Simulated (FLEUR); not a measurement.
A self-consistent single point of HfO2 (P4_2/nmc, 6 atoms in the cell) with FLEUR.

Method of the run: PBE, all-electron FLAPW (FLEUR), scalar-relativistic valence in FLEUR.

The change in words: lattice scaled by 0.98. Reference geometry:
```yaml
crystal:
  lattice:
    - [3.53347, 0.00000, 0.00000]
    - [0.00000, 3.53347, 0.00000]
    - [0.00000, 0.00000, 5.13617]
  atoms:
    - { symbol: Hf, position: [0.50000, 0.50000, 0.50000] }
    - { symbol: Hf, position: [0.00000, 0.00000, 0.00000] }
    - { symbol: O, position: [0.00000, 0.50000, 0.69721] }
    - { symbol: O, position: [0.00000, 0.50000, 0.19721] }
    - { symbol: O, position: [0.50000, 0.00000, 0.80279] }
    - { symbol: O, position: [0.50000, 0.00000, 0.30279] }
```

Reference input (self-consistent single point, DFT, PBE, all-electron FLAPW (FLEUR), scalar-relativistic valence): Kmax = 4.6 1/bohr; GmaxXC = 18.4 1/bohr; xcFunctional = pbe; jspins = 1; l_soc = F; mode = hist; fermiSmearingEnergy = 0.00036749 Htr; mesh (inpgen div1-3) = 8 8 5; inpgen gamma flag = true; Gmax = 18.4 1/bohr; numbands = 0; maxIterBroyd = 25. This run's input differs from it in these lines:

```diff
@@ -5,4 +5,4 @@
 0.0000000000 1.0000000000 0.0000000000
-0.0000000000 0.0000000000 1.4535779276
-6.6772905696
+0.0000000000 0.0000000000 1.4535778984
+6.5437455141
 1.0 1.0 1.0
@@ -47,5 +47,5 @@
          <bravaisMatrix>
-            <row-1>    6.6772905696000002     0.0000000000000000     0.0000000000000000</row-1>
-            <row-2>    0.0000000000000000     6.6772905696000002     0.0000000000000000</row-2>
-            <row-3>    0.0000000000000000     0.0000000000000000     9.7059621881421929</row-3>
+            <row-1>    6.5437455141000003     0.0000000000000000     0.0000000000000000</row-1>
+            <row-2>    0.0000000000000000     6.5437455141000003     0.0000000000000000</row-2>
+            <row-3>    0.0000000000000000     0.0000000000000000     9.5118438520499069</row-3>
          </bravaisMatrix>
```

The program printed (abridged):

```
 Iteration:     1   Distance:      31.93777513 me/bohr^3
 Iteration:     2   Distance:      27.60979150 me/bohr^3
 Iteration:     3   Distance:      11.05168822 me/bohr^3
 Iteration:     4   Distance:       9.58481397 me/bohr^3
 Iteration:     5   Distance:       5.34345129 me/bohr^3
   [... 8 lines left out ...]
 Iteration:    14   Distance:       0.00013903 me/bohr^3
 Iteration:    15   Distance:       0.00003859 me/bohr^3
 Iteration:    16   Distance:       0.00001901 me/bohr^3
 Iteration:    17   Distance:       0.00000308 me/bohr^3
 Reset of history
 Run finished successfully
 Stop message:
   Structural relaxation: new displacements generated

[file out, last iteration]
             iter=     18
[...]
          total density-effective poten   -5.2665631505E+04
          total charge density-energy d   -6.5451381039E+02
 Updated energy parameters for spin:           1
[...]
 fermi energy and band-weighting factors:
   [... 5 lines left out ...]

[...]
FERMIE:
          first approx. to ef    (T=0)  :   0.416678 htr   (energy of the highest occ. eigenvalue)
          number of occ. states  (T=0)  :       1710
          first approx. to seigv (T=0)  :  -6.559109 htr
          sum of weights of occ. states :  38.000000
          sum of semicore charge        :   0.000000 e
FERHIS:  Fermi-Energy by histogram:
          bandgap                     :   0.186596 htr
   [... lines left out ...]
          charge neutrality (T=0)     :   0.000000    (zero if the highest occ. eigenvalue is "entirely" occupied)
 Direct bandgap for spin            1 :   0.19050885168842419       Htr
 ---->    free energy=                    -30497.0741199100 htr
   [... lines left out ...]
      extrapolation for T->0
 ---->    total electron energy=          -30497.0741199100 htr
 ***** TOTAL FORCES ON ATOMS *****
 TOTAL FORCE FOR ATOM TYPE=  1  X=  1.636   Y=  1.636   Z=  2.378
                       FX_TOT= 0.000000 FY_TOT= 0.000000 FZ_TOT= 0.000000
 TOTAL FORCE FOR ATOM TYPE=  2  X= -1.636   Y=  1.636   Z=  4.254
                       FX_TOT= 0.000000 FY_TOT= 0.000000 FZ_TOT= 0.012333
```

The run converged in 17 iterations. FLEUR gives forces in its relaxation mode, with a further iteration, so its stop message speaks of a relaxation. Against the reference run the free energy rises by 100 meV/atom, the largest force goes from 0.249 to 0.634 eV/Å and the gap on the mesh goes from 4.901 to 5.078 eV.

The starting cell comes from a database of computed structures (which also holds hypothetical and non-ambient phases and stackings), without a prior relaxation at this level. Its lattice was rescaled by a random factor within 2.5 % of one. For this run, on top of that: lattice scaled by 0.98. Spin-orbit coupling is off. Values depend on the basis (sphere radii, cutoffs, local orbitals), which need not be converged.

Cost on one core of a shared machine: roughly 3 min.
